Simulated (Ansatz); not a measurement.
## ZnGeP2: pressure series

Base system: ZnGeP$_{2}$ in the chalcopyrite structure (space group I-42d, No. 122; a = 5.424 Å, c = 10.709 Å).

Cell and atoms are relaxed at each pressure.

Calculations: Kohn–Sham DFT with the PBEsol functional, run in Ansatz (an electronic-structure program) with PAW and 420 eV plane waves, scalar-relativistic without spin-orbit coupling.

Before the change:

The band gap is 1.07 eV.

### Question
The aim is a band gap between 0.78 eV and 0.86 eV. Which of these changes reaches it?
A. pressure 22.5 GPa
B. pressure 15 GPa
C. pressure 0.9 GPa

### Answer
B, pressure 15 GPa. It gives 0.83 eV; pressure 22.5 GPa gives 0.72 eV; pressure 0.9 GPa gives 1.05 eV. Changes not listed may reach it too

Load acts through the strain it causes; cell and atoms are relaxed under it. No phonon test of stability was made. No other phases were tried under pressure.
